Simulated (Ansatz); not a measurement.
**A constructed model of the (0001) surface of hcp Os, a layer of Mo in place of the second plane (bottom of the slab: a bare face, its two planes held)**

Calculation: PBE (plane waves to 420 eV, PAW; Ansatz, a program for electronic structure).

Model: 6-atom slab, 11.0 Å thick at the start, 16x16x1 mesh, Fermi-Dirac 0.1 eV, dipole correction, 2 atoms held, the rest relaxed; start symmetry kept, larger cells not searched; no spin, no spin-orbit, no U. It is one candidate, not shown to be the stable structure of the face.

| Property | Result |
|---|---|
| work function of the top face | 4.88 eV |
| energy released by relaxation | 0.098 eV |
| cost | very roughly 2.9 core-minutes |
